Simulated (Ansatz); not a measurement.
```
Ag12Zn5Se6
1.0
    4.05491     0.00000     0.00000
    0.00000     4.05275    -0.18785
    0.00000    -0.70744    29.03052
Se Zn Ag
6 5 12
Direct
  0.00000   0.46422   0.13407
  0.50000   0.91375   0.03427
  0.00000   0.56368   0.33191
  0.50000   0.01372   0.23297
  0.00000   0.66370   0.53056
  0.50000   0.11411   0.43079
  0.00000   0.98884   0.18350
  0.50000   0.43979   0.08472
  0.00000   0.08890   0.38138
  0.50000   0.53863   0.28241
  0.50000   0.63862   0.48004
  0.00000   0.73473   0.67147
  0.50000   0.23537   0.67200
  0.50000   0.69920   0.60072
  0.00000   0.19684   0.59534
  0.00000   0.80923   0.81898
  0.50000   0.30950   0.81913
  0.50000   0.77263   0.74577
  0.00000   0.27220   0.74546
  0.00000   0.88507   0.96999
  0.50000   0.38173   0.96365
  0.50000   0.84682   0.89330
  0.00000   0.34620   0.89261
```

The first 11 atoms are the substrate (ZnSe-zb), the rest the film (Ag).

These are PBE (plane waves to 420 eV, PAW; Ansatz, a first-principles code) values and carry that method's errors. Spin–orbit coupling is left out; the runs are not spin-polarised; PBE gaps are too small against experiment. Its k-point mesh 8×8×1, Fermi–Dirac width 0.05 eV.

Problem. Describe the bonding at the interfaces and give the barriers.

Solution. A periodic stack without vacuum, fcc Ag (0 0 1) on zinc-blende ZnSe (0 0 1) (film strained to the substrate, started from cuts of the bulks and a machine-learned relaxation; slabs Se6Zn5 and Ag12, which can lie off the formulas): substrate slab Se6Zn5, film Ag12, surface cells [[1, 0], [1, 1]] and [[0, -1], [2, 1]], film strained by -2.3 and -2.3 %, outermost planes Se/Se and Ag/Ag as cut, which need not be the usual terminations and can put a slab off its formula.
```
Item                                                                                        Value
--------------------------------------------------------------------------------  ---------------
interface area                                                                            16.5 Å²
period                                                                                    28.97 Å
heights between the nearest atoms of the two slabs at the two interfaces          1.88 and 1.86 Å
Ag–Se contacts across the interfaces within 1.22 times the sum of covalent radii   8, mean 2.82 Å
hole barrier (PBE)                                                                        0.80 eV
electron barrier (PBE)                                                                    0.35 eV
```
